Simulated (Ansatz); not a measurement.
# W, response to strain

Base system: W in the bcc (W type) structure (space group Im-3m, No. 229; a = 3.1353 Å; relaxed with 0.1 eV smearing). Axes: x, y, z lie along the cube axes.

Strains are applied to the cell and any free atomic positions relax; under biaxial strain the out-of-plane vector relaxes too.

Level of theory: LDA in Ansatz (plane waves to 420 eV, PAW, no spin-orbit coupling).

Notes on the quantities. energy relative to the base: free energy F.

```json
[
 {"biaxial strain, plane normal [001], relaxed out of plane (%)": "-3", "energy relative to the base (meV/atom)": "55.2"},
 {"biaxial strain, plane normal [001], relaxed out of plane (%)": "-2.5", "energy relative to the base (meV/atom)": "?"},
 {"biaxial strain, plane normal [001], relaxed out of plane (%)": "-2", "energy relative to the base (meV/atom)": "24.2"},
 {"biaxial strain, plane normal [001], relaxed out of plane (%)": "-1.5", "energy relative to the base (meV/atom)": "13.5"},
 {"biaxial strain, plane normal [001], relaxed out of plane (%)": "-1", "energy relative to the base (meV/atom)": "6.0"},
 {"biaxial strain, plane normal [001], relaxed out of plane (%)": "-0.5", "energy relative to the base (meV/atom)": "1.5"},
 {"biaxial strain, plane normal [001], relaxed out of plane (%)": "0", "energy relative to the base (meV/atom)": "0.0"}
]
```

Q: Fit ΔE = Aε² + Bε³ (ε in %) to the rows shown and predict the withheld row.

A: Least squares on the printed values gives A = 5.89 and B = -0.083 meV/atom (largest residual 0.0 meV/atom); this predicts 38.1 meV/atom, and the run gives 38.1 meV/atom, in agreement.

Whether these cells are dynamically stable was not tested. All final runs are without spin polarisation.

Ansatz is a program for electronic structure.
